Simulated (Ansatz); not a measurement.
A relaxed cell of amorphous Al₃₂O₂₄N₁₆ (2.82 g/cm³) is scaled in volume and its atoms relax again. The numbers are results of PBE, scalar-relativistic without spin-orbit coupling (plane waves to 420 eV, PAW; Ansatz, an electronic-structure program), not measurements. Sampling: the zone centre alone; Fermi-Dirac width 0.02 eV; no spin polarisation.

A CHGNet melt-quench gave the starting glass, which DFT then relaxed. O and N atoms were pushed apart under 1.9 Å during the dynamics, to hinder bonds among them. The hot cell started wider than the set density and was brought back towards it in steps. It is the lowest in DFT energy of 2 quenches. It is a model cell: composition and starting density were chosen by hand, and all elements were melted together. No dispersion term was used. Its density started from a set value of 2.82 and ended at 2.82 g/cm³. Cooling (nominally 590 K/ps over its main leg) ran many orders faster than in experiment, which tends to leave more defects and strain. One small periodic cell is one sample of the glass; other quenches scatter about these values. The volume was held where the preparation left it and the shape relaxed, at a PBE pressure of -2.8 GPa (tension). Stress components on the final sampling reach 2.9 GPa.

Neighbours within Al-Al 2.66 Å, Al-O 2.36 Å, Al-N 2.44 Å, O-O 1.58 Å, O-N 1.64 Å, N-N 1.70 Å count as bonded. Two cations that share two anions don't count as bonded, nor two that share one unless they lie closer than Al-Al 2.59 Å.

Unscaled, the mean coordination (metal atoms count anions alone where O, N, F or Cl are present) is Al 4.22, O 3.08, N 3.81.

**Question.** Give density, energy change, pressure and coordination after each scaling.

**Answer.** 
| volume change | density (g/cm3) | energy change (meV/atom) | pressure (GPa) | coordination Al | coordination O | coordination N |
|---|---|---|---|---|---|---|
| -9 % | 3.10 | +16 | 8.0 | 4.25 | 3.12 | 3.81 |
| +3 % | 2.74 | +10 | -5.6 | 4.19 | 3.08 | 3.75 |
